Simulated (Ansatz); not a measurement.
## LiH (model structure, started from the NiAs type, P6₃/mmc, No. 194, 4 atoms in the cell): properties by level of theory

```tsv
level (code)	lattice constant a (Å)	lattice parameter c (Å)	cohesive energy (eV/atom)
LDA (Ansatz)	2.711	4.773	2.62
PBE (Ansatz)	2.781	4.884	2.30
PBEsol (Ansatz)	2.760	4.859	2.39
PBE-D3(BJ) (Ansatz)	2.690	4.736	2.47
r²SCAN (Ansatz)	2.781	4.872	2.37
r²SCAN+rVV10 (Ansatz)	2.776	4.864	2.40
```

Ansatz's density-functional and Hartree–Fock values are scalar-relativistic unless marked +SOC, with PAW data made under PBE.

Free atoms are spin-polarised, in the lowest state found; at levels without +SOC their spin–orbit coupling is left out.

The computed numbers hold no vibrational or temperature effects.

A model structure was made by putting elements into a prototype or built by hand; it is no filed structure, need not be a known phase, and can be a saddle point held by its symmetry.

Ansatz is an electronic-structure program.
